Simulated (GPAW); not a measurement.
# Equation of state of bcc Ba (space group 229): energy against volume (GPAW, PBEsol)

```xyz
1
Lattice="-2.3794 2.3794 2.3794 2.3794 -2.3794 2.3794 2.3794 2.3794 -2.3794" Properties=species:S:1:pos:R:3 pbc="T T T"
Ba     0.0000     0.0000     0.0000
```

Method of the run: PBEsol, GPAW PAW datasets PBEsol (made by gpaw-setup) (plane waves; GPAW). Settings: mode = pw; ecut = 585 eV; xc = PBEsol; kpts = 26 26 26; mesh shift (steps) = 0 0 0; occupations.name = fermi-dirac; occupations.width = 0.05 eV; nbands = -7; convergence.density = 1e-06 e/electron; convergence.energy = 1e-06 eV/electron; symmetry.symmorphic = false; symmetry.tolerance = 0.0005; maxiter = 120. The cell above is the first row's. The rows scale it uniformly. In all rows the k mesh is held. E is the free energy at the stated smearing, counted from the lowest row.

| V (Å^3/atom) | E (meV/atom) |
|---|---|
| 53.8846 | 12.17 |
| 55.0559 | 6.68 |
| 56.2274 | 2.90 |
| 57.3987 | 0.71 |
| 58.5702 | 0.00 |
| 59.7416 | 0.66 |
| 60.9130 | 2.59 |
| 62.0844 | 5.76 |
| 63.2558 | ? |

Taking the third-order Birch-Murnaghan form, a cubic in V^(-2/3) for E over the 8 complete rows: With u = V^(-2/3) - 0.0668, the rows have u = 0.0032955, 0.0022978, 0.0013346, 0.0004045, -0.0004946, -0.0013642, -0.0022058, -0.0030209. Least squares gives E = 0.212 + 875.9·u + 867369·u² - 9823526·u³. Residuals (row less fit): 0.003, -0.005, -0.003, 0.002, 0.008, 0.004, -0.016, 0.008; standard error 0.010 (degrees of freedom: 4). Its minimum lies at u = -0.0005007, so V0 = (0.0662993)^(-3/2) = 58.58. There d²E/du² = 1764000 and d³E/du³ = -5.894e7, so B0 = (4/9) × 58.58^(-7/3) × 1764000 × 0.160218 = 9.43 GPa (the last factor turns the table's units into GPa), and B0' = 4 + (2/3) × 0.0662993 × (-5.894e7)/1764000 = 2.5. The program's pressures in the fitted runs (not shown) pass through zero at V = 58.55, 0.05 % from this V0.

### Question
What does the fit predict for E at V = 63.2558, and how far is the calculated value from it?

### Answer
u = -0.0038108, so E = 0.212 + 875.9 × (-0.0038108) + 867369 × (-0.0038108)² - 9823526 × (-0.0038108)³ = 10.014 meV/atom. The calculation gives 9.95 meV/atom, 0.064 meV/atom below the prediction (0.5 % of the range of E in the table). The row lies outside the fitted rows, so this is an extrapolation. From the scatter of the fitted rows alone, a prediction at this place has a standard error of 0.025 meV/atom, so the miss is 2.6 times that.

Carrying the step between the two nearest rows on in a straight line would have given 8.93, off by 1.02; series whose last step already gives the withheld value aren't shown. The reference cell has the volume at which an earlier scan in this program and functional put its minimum by a fit. Spin-orbit coupling is off. Cutoffs and mesh are single choices, not tested for convergence of this quantity. Series with a scatter that would blur these digits, or in which a gap closes, are not shown. Nor are scans whose minimum lies at an end fitted in this form.
